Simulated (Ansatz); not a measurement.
## PbS: response to strain

Consider PbS in the rock salt structure (space group Fm-3m, No. 225).

```
PbS
1.0
    0.00000     2.95134     2.95134
    2.95134     0.00000     2.95134
    2.95134     2.95134     0.00000
Pb S
1 1
Direct
  0.00000   0.00000   0.00000
  0.50000   0.50000   0.50000
```

Cartesian axes are those of the cell as printed.

Strains are applied to the cell and any free atomic positions relax.

Calculations: PBEsol (Ansatz, an electronic-structure program; PAW; 420 eV plane waves; no spin-orbit coupling).

Notes on the quantities. energy relative to the base: free energy F; pressure: mean of the normal stresses, compression positive.

```json
[
 {"case": "base", "energy relative to the base": "0 meV/atom", "band gap": "0.19 eV", "volume per atom": "25.71 Å³", "pressure": "0.00 GPa"},
 {"case": "tensor shear ε_xy = +1.43 %", "energy relative to the base": "+1.3 meV/atom", "band gap": "0.05 eV", "volume per atom": "25.70 Å³", "pressure": "-0.01 GPa"},
 {"case": "tensor shear ε_xy = +2.00 %", "energy relative to the base": "+2.5 meV/atom", "band gap": "zero", "volume per atom": "25.70 Å³", "pressure": "0.0 GPa"},
 {"case": "tensor shear ε_xy = +0.86 %", "energy relative to the base": "[?]", "band gap": "[?]", "volume per atom": "25.71 Å³", "pressure": "0.00 GPa"},
 {"case": "tensor shear ε_xy = +1.14 %", "energy relative to the base": "+0.8 meV/atom", "band gap": "0.08 eV", "volume per atom": "25.70 Å³", "pressure": "-0.01 GPa"},
 {"case": "tensor shear ε_xy = +0.29 %", "energy relative to the base": "+0.1 meV/atom", "band gap": "0.17 eV", "volume per atom": "25.71 Å³", "pressure": "0.00 GPa"},
 {"case": "tensor shear ε_xy = +1.71 %", "energy relative to the base": "+1.8 meV/atom", "band gap": "zero", "volume per atom": "25.70 Å³", "pressure": "0.0 GPa"},
 {"case": "tensor shear ε_xy = +0.57 %", "energy relative to the base": "+0.2 meV/atom", "band gap": "0.14 eV", "volume per atom": "25.71 Å³", "pressure": "0.00 GPa"}
]
```

Question: Complete the table.

Answer: 
- tensor shear ε_xy = +0.86 %, energy relative to the base: +0.5 meV/atom
- tensor shear ε_xy = +0.86 %, band gap: 0.11 eV

A case with no gap was solved on a k-mesh chosen for an insulator, which is coarse for it. With Pb present, leaving out spin-orbit coupling can change the band edges. Whether these cells are dynamically stable was not tested. The final runs are not spin-polarised. Gaps under 0.05 eV, about the width of the smearing, are given as zero. The zero or small gap of PbS can change with the level of theory.
